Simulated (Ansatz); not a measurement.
The starting structures come from a database of crystals and need not be the phases stable at ambient conditions.

The decay constant κ of evanescent states in the gap governs leakage through a thin film.

Given:

```yaml
crystal:
  lattice:
    - [7.49031, 0.00000, 0.00000]
    - [1.44385, 7.64245, 0.00000]
    - [3.74516, 0.00000, 3.18013]
  atoms:
    - { symbol: Pd, position: [0.00000, 0.50000, 0.50000] }
    - { symbol: Pd, position: [0.50000, 0.00000, 0.50000] }
    - { symbol: S, position: [0.92576, 0.25000, 0.14848] }
    - { symbol: S, position: [0.07424, 0.75000, 0.85152] }
    - { symbol: O, position: [0.22420, 0.20954, 0.89178] }
    - { symbol: O, position: [0.77580, 0.79046, 0.10822] }
    - { symbol: O, position: [0.88402, 0.29046, 0.89178] }
    - { symbol: O, position: [0.11598, 0.70954, 0.10822] }
    - { symbol: O, position: [0.19240, 0.59489, 0.58444] }
    - { symbol: O, position: [0.80760, 0.40511, 0.41556] }
    - { symbol: O, position: [0.22316, 0.90511, 0.58444] }
    - { symbol: O, position: [0.77684, 0.09489, 0.41556] }
```

Space group of this cell: C2/c. The cell is taken as given; by r2SCAN its mean pressure is -4.2 GPa.

Transport runs along the normal of the first two printed cell vectors.

The gap is the functional's own, uncorrected, and κ follows it; spin-orbit coupling is left out. Mid-gap values are interpolated between the computed energies.

Q: Predict the band gap and the smallest decay constant κ at mid-gap from r2SCAN in Ansatz (a quantum-chemistry and plane-wave program).

A: Gap 1.35 eV on a 10×4×10 mesh; κ = 0.488 1/Å, at (0.500, 0.250) of the in-plane reciprocal vectors. At the zone centre, at the nearest computed energy, the slowest state has κ = 0.49 1/Å.
